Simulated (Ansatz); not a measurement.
Base system: Re in the hcp (Mg type) structure (space group P6_3/mmc, No. 194; a = 2.775 Å, c = 4.483 Å).

(Cell as relaxed with PBE.)

Levels (all Ansatz, a program for electronic structure, PAW): PBE (420 eV, no spin-orbit coupling); r2SCAN (500 eV, spin-orbit coupling left out).

Each level relaxes its own structure.

| base | PBE | r2SCAN |
|---|---|---|
| volume per atom | 14.95 Å³ | 14.70 Å³ |
| lattice parameter a | 5.244 bohr | 5.212 bohr |
| band gap | zero | zero |

Perturbation: cell and atoms relaxed at a pressure of 3 GPa.

| quantity | PBE | r2SCAN |
|---|---|---|
| lattice parameter a | 5.230 bohr | (withheld) |
| c/a ratio | 1.615 | (withheld) |
| band gap | zero | (withheld) |

Task: Predict the r2SCAN column.

Result: 
- lattice parameter a, r2SCAN: 5.198 bohr
- c/a ratio, r2SCAN: 1.618
- band gap, r2SCAN: zero

PBE's lattice parameter a lies 0.032 bohr above r2SCAN's (0.6 %); PBE's c/a ratio lies 0.003 below r2SCAN's; the two agree on the band gap. Neither level is exact; r2SCAN is the comparison here, not a measurement.

Load acts through the strain it causes; cell and atoms are relaxed under it. Stability against distortions was not tested. The final runs are not spin-polarised.
